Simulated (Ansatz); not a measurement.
What each level gives and costs: Rb2ScTlBr6 (Fm-3m, 10 atoms in the cell)

Cell: a = 8.4489 Å, b = 8.4489 Å, c = 8.4489 Å, α = 60.00°, β = 60.00°, γ = 60.00°.

Program: Ansatz (an electronic-structure program), default PAW files made with PBE; each row names its functional.

Base settings: basis.ecutwfc = 420 eV; kpoints.mp_grid.grid = 2 2 2; hamiltonian.xc = pbe0; hamiltonian.pseudopotentials = {kind: paw} (the program's default PAW files); scf.occupations.method = fixed.

Differences are taken from PBE0, a reference of convenience: it is no measurement, and no ranking of the functionals follows.

Core times come from one kind of shared machine and are given to one figure; runs under 30 s give none.

The starting cell comes from a database of computed structures (which also holds hypothetical and non-ambient phases and stackings), without a prior relaxation at this level. Its lattice was rescaled by a random factor within 2.5 % of one. Spin-orbit coupling is off. Ansatz's pressure includes its estimate of the finite-basis (Pulay) stress.

```
level   gap on the mesh less reference (eV)  pressure less reference (GPa)  core time / reference (rough)
------  -----------------------------------  -----------------------------  -----------------------------
PBEsol                               -1.903                          -0.64                              –
HSE06                                -0.718                           0.02                            0.9
PBE0                                  0.000                           0.00                              1
```

PBEsol ran in under 30 s, against roughly 100 s for PBE0.

Keys are those of Ansatz 0.2.
